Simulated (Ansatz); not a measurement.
# Rh (P6₃/mmc, No. 194, 4 atoms in the cell; start mp-1186916; another form than the element's usual one)

These are PBEsol (Ansatz, a quantum-chemistry and plane-wave program, plane waves, PAW) values and carry that method's errors.

Run with plane-wave cutoff 520 eV, 24×24×6 k mesh (along the axes of the cell as run), Fermi–Dirac smearing 0.05 eV, no spin polarisation, scalar-relativistic PAW data made under PBE.

Cell (relaxed at this level):

```yaml
crystal:
  lattice:
    - [2.67548, 0.00000, 0.00000]
    - [-1.33774, 2.31703, 0.00000]
    - [0.00000, 0.00000, 8.72782]
  atoms:
    - { symbol: Rh, position: [0.00000, 0.00000, 0.00000] }
    - { symbol: Rh, position: [0.00000, 0.00000, 0.50000] }
    - { symbol: Rh, position: [0.33333, 0.66667, 0.25000] }
    - { symbol: Rh, position: [0.66667, 0.33333, 0.75000] }
```

- bulk modulus: 295 GPa

Note: the run has no spin polarisation, so it can have missed a magnetic state; the bulk modulus is −V dP/dV from two relaxed cells at ±2 % in volume; the relaxation could not lower the start's symmetry, so the cell can be a saddle point above a distorted one.

Computed values are for the static lattice.

Computing time: roughly 2.4 core-minutes.

A start named mp-… is a Materials Project structure, which need not be a measured phase.
